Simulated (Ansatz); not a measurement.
Where the default PAW files enter, the runs use the earlier of Ansatz's two default sets.

Consider the following.

```xyz
12
Lattice="4.9927 0.0000 0.0000 0.0000 4.9927 0.0000 0.0000 0.0000 7.1419" Properties=species:S:1:pos:R:3 pbc="T T T"
Si     1.5045     1.5045     3.5710
Si     0.9918     4.0008     5.3565
Si     3.4882     3.4882     0.0000
Si     4.0008     0.9918     1.7855
O      0.5314     1.1913     2.2862
O      1.3050     3.0277     4.0717
O      4.4613     3.8014     5.8572
O      3.6876     1.9650     0.5007
O      3.0277     1.3050     3.0703
O      3.8014     4.4613     1.2848
O      1.9650     3.6876     6.6412
O      1.1913     0.5314     4.8557
```

Space group of this cell: P4_12_12. The cell is strained (lengths along the current scaled by 1.03, ions clamped); by r2SCAN its mean pressure is -4.8 GPa.

Transport runs along the normal of the first two printed cell vectors, the (001) (indices of the unstrained crystal) plane of the conventional cell.

No gap correction and no spin-orbit coupling; mid-gap values are interpolated between computed energies.

Question: Give the band gap and the smallest decay constant κ at mid-gap that r2SCAN run with Ansatz (a first-principles code) yields.

Answer: Gap 6.18 eV on a 6×6×4 mesh; κ = 0.533 1/Å, at the zone centre.
